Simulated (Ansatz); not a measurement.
The parent structure is MgO in the rock salt structure (space group Fm-3m, No. 225).

MgO has the cubic space group Fm-3m (No. 225), the rock salt structure, Pearson symbol cF8. Conventional cell: a = 4.1592 Å, b = 4.1592 Å, c = 4.1592 Å, α = 90.00°, β = 90.00°, γ = 90.00°. Mg on 4a is coordinated by 6 O at 2.080 Å (octahedral). O on 4b is coordinated by 6 Mg at 2.080 Å (octahedral). (Neighbours: up to the widest gap in distance over summed covalent radii, below 1.35, at either atom; cation-cation and far metal-metal contacts left out.)
(The calculation used a cell of 2 atoms; values per cell refer to that cell.)

Method: DFT with LDA, PAW potentials and a 420 eV plane-wave cutoff in Ansatz (a program for electronic structure), scalar-relativistic without spin-orbit coupling.

Base values:

| Property | Value |
|---|---|
| Band gap | 5.03 eV |
| Width of the top valence band | 1.87 eV |
| Shortest interatomic distance | 2.080 Å |
| Electron mass | 0.36 mₑ (at Γ) |

Modification: a hydrostatic pressure of 22.5 GPa.

Q: Estimate the effect on the band gap, width of the top valence band, shortest interatomic distance and electron mass.

A: The band gap goes up by 1.142 eV (5.03 eV → 6.18 eV); the width of the top valence band grows by 0.211 eV, from 1.87 eV to 2.09 eV; the shortest interatomic distance drops by 0.0715 Å to 2.008 Å; the electron mass goes from 0.36 mₑ (at Γ) to 0.40 mₑ (at Γ).

Load acts through the strain it causes; cell and atoms are relaxed under it. Masses are band curvatures over ±0.01 Å⁻¹ around the edge. Whether these cells are dynamically stable was not tested. Competing high-pressure phases were not computed.
